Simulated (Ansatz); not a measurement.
Base system: W in the bcc (W type) structure (space group Im-3m, No. 229; a = 3.170 Å).

Calculations: Kohn–Sham DFT with the r2SCAN functional, run in Ansatz (a program for electronic structure) with PAW and 500 eV plane waves, no spin-orbit coupling, earlier PAW set.

One change was made to it. Results:

The density grows by 1.595 g/cm³ to 20.76 g/cm³; the shortest interatomic distance shrinks by 0.072 Å to 2.673 Å.

Problem. Which change produced these results?
(A) pressure 9 GPa
(B) pressure 30 GPa
(C) pressure −1 GPa

Solution. B, pressure 30 GPa. For comparison, the density in the other runs: pressure −1 GPa gives 19.11 g/cm³; pressure 9 GPa gives 19.69 g/cm³.

Load acts through the strain it causes; cell and atoms are relaxed under it. Whether these cells are dynamically stable was not tested. No other phases were tried under pressure. All final runs are without spin polarisation.
